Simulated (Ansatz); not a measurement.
**What biaxial strain −0.89 %, plane normal [111], relaxed out of plane does to GaSb**

Take GaSb in the zinc blende structure (space group F-43m, No. 216; a = 6.132 Å) as the base. Axes: x, y, z lie along the cube axes.

It is then changed as follows: compressive biaxial strain of 0.89 % in the plane normal to [111], as in epitaxy on a mismatched substrate; the out-of-plane cell vector and the atoms relax.

The values are results of plane-wave PAW DFT at the r2SCAN level (Ansatz, a first-principles code, 500 eV), no spin-orbit coupling, not measurements. Γ-centred 13×13×13 mesh, Fermi–Dirac width 0.05 eV.

* **Volume per atom**: 28.43 Å³ (base 28.83 Å³)
* **Shortest interatomic distance**: 2.640 Å (base 2.655 Å)
* **Energy relative to the base (free energy F)**: +1.8 meV/atom
* **Pressure (mean of the normal stresses, compression positive)**: 0.77 GPa (base 0.01 GPa)
* **Band gap**: 0.48 eV (base 0.41 eV)
* **Gap character**: direct at Γ (base direct at Γ)
* **Electron mass**: 0.028 mₑ (at Γ) (base 0.023 mₑ (at Γ))
* **Valence-band top at Γ (three highest levels, from the VBM)**: 0.00, 0.00, -0.11 eV (base 0.00, 0.00, 0.00 eV)
* **Valley order (the lowest conduction-band minima on the path, energy above the VBM, named in the base's zone)**: Γ 0.48 eV; L along [1-11] 0.64 eV; L along [111] 0.80 eV; a point along [100], about 0.9 Å⁻¹ from Γ 1.04 eV (base Γ 0.41 eV; L along ⟨111⟩ 0.68 eV; a point along ⟨100⟩, about 0.9 Å⁻¹ from Γ 1.10 eV)
* **Out-of-plane strain**: +0.40 %
* **Ratio −ε⊥/ε∥**: 0.45

Final structure (turned so that z lies along the plane normal):

```xyz
2
Lattice="4.2977 0.0000 0.0000 2.1488 3.7219 0.0000 2.1488 -1.2406 3.5547" Properties=species:S:1:pos:R:3 pbc="T T T"
Sb     4.2977     2.4813     0.8951
Ga     0.0000     0.0000    -0.0064
```

Cost of the whole job for the changed cell (relaxation, final SCF and bands): around 6 core-minutes (rough).

With Sb present, leaving out spin-orbit coupling can change the band edges. Effective masses come from finite differences of ±0.01 Å⁻¹. No phonon test of stability was made. Labels are those of the standard path for the cell's own space group.
